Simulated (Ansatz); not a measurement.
Ansatz (a first-principles code) run on InSe (C2/m, 4 atoms in the cell): self-consistent single point.

Method: PBEsol, PAW files made with PBE (plane waves; Ansatz).

The change in words: lattice scaled by 0.98. Reference geometry:
```yaml
crystal:
  lattice:
    - [5.82639, -2.05465, 0.00000]
    - [5.82639, 2.05465, 0.00000]
    - [-1.72323, 0.00000, 4.77135]
  atoms:
    - { symbol: In, position: [0.11180, 0.11180, 0.95316] }
    - { symbol: In, position: [0.88820, 0.88820, 0.04684] }
    - { symbol: Se, position: [0.33907, 0.33907, 0.33104] }
    - { symbol: Se, position: [0.66093, 0.66093, 0.66896] }
```

Reference input (self-consistent single point, DFT, PBEsol, plane waves, PAW files made with PBE): basis.ecutwfc = 30.9 Ry; kpoints.mp_grid.grid = 5 5 4; hamiltonian.xc = pbesol; hamiltonian.pseudopotentials = {kind: paw} (the program's default PAW files); scf.occupations.method = fixed. This run's input differs from it in these lines:

```diff
@@ -3,5 +3,5 @@
   lattice:
-    - [5.826395, -2.054650, 0.000000]
-    - [5.826395, 2.054650, 0.000000]
-    - [-1.723232, 0.000000, 4.771352]
+    - [5.709867, -2.013557, 0.000000]
+    - [5.709867, 2.013557, 0.000000]
+    - [-1.688767, 0.000000, 4.675925]
   atoms:
```

Output (repeated stretches shortened):

```
SCF iter   1: F=—  HF=-21902.180040 eV  |F-HF|=—  |Δ(HF+E_count)|=         —  Δρ=4.09e-2  dr2=3.08e0  ethr=3.10e-3  ⟨swp⟩=5.0  Hψ=4071  notcnv=0  defer=122
all-band conjugate gradients solve this SCF's bands
preconditioner: auto → Resta (q_TF=auto, 2.462 Å⁻¹)
SCF iter   2: F=—  HF=-21901.337655 eV  |F-HF|=—  |Δ(HF+E_count)|=   8.42e-1  Δρ=1.75e-2  dr2=3.73e-1  ethr=3.10e-3  ⟨swp⟩=3.8  Hψ=2224  notcnv=0  defer=119
   [... lines left out ...]
SCF iter   5: F=—  HF=-21901.181221 eV  |F-HF|=—  |Δ(HF+E_count)|=   6.91e-5  Δρ=5.10e-4  dr2=2.74e-4  ethr=6.07e-6  ⟨swp⟩=2.0  Hψ=2119  notcnv=0  defer=132
SCF iter   6: F=—  HF=-21901.181380 eV  |F-HF|=—  |Δ(HF+E_count)|=   1.59e-4  Δρ=1.34e-4  dr2=2.47e-5  ethr=4.72e-7  ⟨swp⟩=2.2  Hψ=1764  notcnv=0  defer=132
SCF iter   7: F=—  HF=-21901.181439 eV  |F-HF|=—  |Δ(HF+E_count)|=   5.85e-5  Δρ=2.77e-5  dr2=7.54e-7  ethr=4.27e-8  ⟨swp⟩=2.0  Hψ=1782  notcnv=0  defer=53
SCF iter   8: F=-21901.181440 eV  HF=-21901.181440 eV  |F-HF|=1.93e-8  |Δ(HF+E_count)|=   1.04e-6  Δρ=6.00e-6  dr2=6.05e-8  ethr=1.72e-10  ⟨swp⟩=11.5  Hψ=6440  notcnv=0
SCF 1 converged in 8 iterations: F = -21901.181440 eV  dr2 = 6.05e-8
Free energy (F): -21901.181440 eV
Internal energy: -21901.181440 eV  (E = F + TS)
E sigma→0 (E₀):  -21901.181440 eV
Fermi energy:    7.740959 eV
--- Forces (eV/Å), atoms counted from 1 ---
  atom   1  In    -0.24904359     0.00000000     0.07098570
  atom   2  In     0.24904359     0.00000000    -0.07098570
  atom   3  Se    -0.04073971     0.00000000     0.56829827
  atom   4  Se     0.04073971    -0.00000000    -0.56829827
--- Stress (GPa, compression-positive) ---
        2.374522      -0.000000       0.124507
       -0.000000       2.464458       0.000000
        0.124510       0.000000       1.827227
  P = ⅓ Tr σ = 2.2221 GPa (22.221 kbar)
  The stress holds the Pulay correction. Without it, at fixed plane waves, as pw.x and ABINIT print it: P = 2.2050 GPa
```

The run converged in 8 iterations. Against the reference run the free energy goes up by 4.6 meV/atom, the pressure goes from -1.15 to 2.22 GPa, the largest force goes from 0.063 to 0.570 eV/Å and the gap on the mesh goes from 1.051 to 1.142 eV.

The starting cell comes from a database of computed structures (which also holds hypothetical and non-ambient phases and stackings), without a prior relaxation at this level. For this run, on top of that: lattice scaled by 0.98. Ansatz's pressure includes its estimate of the finite-basis (Pulay) stress.

Keys are those of Ansatz 0.2.
